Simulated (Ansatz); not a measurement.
composition Si15P, cell Si60P4, held well above this temperature first, at a temperature that wasn't checked against the liquidus, so perhaps supercooled [in the run: it was liquid; mean temperature 1708 K (target 1670 K); density 2.51 g/cm³; mean pressure 0.5 GPa against a target of 0; one k-point, which a denser mesh shifts by 0.1 GPa in pressure and 0.10 eV/Å in forces]. The solute's share, one atom in sixteen, is far above doping levels in devices. Bonds are counted up to P-Si 3.06 Å, Si-Si 3.26 Å.

Problem. What distribution of Si-P-Si angles does Ansatz (an electronic-structure program) with PBE give?

Solution. mean 101°, standard deviation 31°.
(angle (°), p (1/°)): (1.5, 0.0000); (4.5, 0.0000); (7.5, 0.0000); (10.5, 0.0000); (13.5, 0.0000); (16.5, 0.0000); (19.5, 0.0000); (22.5, 0.0000); (25.5, 0.0000); (28.5, 0.0000); (31.5, 0.0000); (34.5, 0.0000); (37.5, 0.0000); (40.5, 0.0001); (43.5, 0.0007); (46.5, 0.0020); (49.5, 0.0058); (52.5, 0.0095); (55.5, 0.0088); (58.5, 0.0094); (61.5, 0.0099); (64.5, 0.0075); (67.5, 0.0080); (70.5, 0.0083); (73.5, 0.0089); (76.5, 0.0106); (79.5, 0.0097); (82.5, 0.0093); (85.5, 0.0113); (88.5, 0.0114); (91.5, 0.0115); (94.5, 0.0116); (97.5, 0.0123); (100.5, 0.0135); (103.5, 0.0112); (106.5, 0.0108); (109.5, 0.0114); (112.5, 0.0111); (115.5, 0.0102); (118.5, 0.0083); (121.5, 0.0084); (124.5, 0.0078); (127.5, 0.0075); (130.5, 0.0071); (133.5, 0.0063); (136.5, 0.0066); (139.5, 0.0057); (142.5, 0.0053); (145.5, 0.0052); (148.5, 0.0047); (151.5, 0.0049); (154.5, 0.0045); (157.5, 0.0037); (160.5, 0.0030); (163.5, 0.0027); (166.5, 0.0024); (169.5, 0.0021); (172.5, 0.0012); (175.5, 0.0008); (178.5, 0.0005)
